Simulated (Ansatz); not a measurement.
**NiO: pressure series**

The parent structure is NiO in the rock salt structure (space group Fm-3m, No. 225; a = 4.1156 Å; ferromagnetic).

Cell and atoms are relaxed at each pressure.

Level of theory: PBEsol, PAW, 420 eV (Ansatz, an electronic-structure program; no spin-orbit coupling).

```csv
case,volume per atom,largest site moment
base,8.71 Å³,1.02 μB
pressure −2 GPa,8.81 Å³,1.07 μB
pressure −1 GPa,8.76 Å³,1.05 μB
pressure 0.3 GPa,8.70 Å³,1.02 μB
pressure 0.7 GPa,8.68 Å³,1.01 μB
pressure 1.5 GPa,8.64 Å³,0.98 μB
pressure 3 GPa,8.57 Å³,0.91 μB
pressure 5 GPa,8.47 Å³,0.76 μB
pressure 7.5 GPa,8.37 Å³,0.70 μB
pressure 10 GPa,8.29 Å³,0.66 μB
```

Load acts through the strain it causes; cell and atoms are relaxed under it. Stability against distortions was not tested. No other phases were tried under pressure. No Hubbard U is applied and the magnetic state is the run's own (NiO ferromagnetic); other magnetic orders, which need larger cells, were not tried and can change the gap. In its common phase, real NiO is an antiferromagnetic insulator at low temperature.
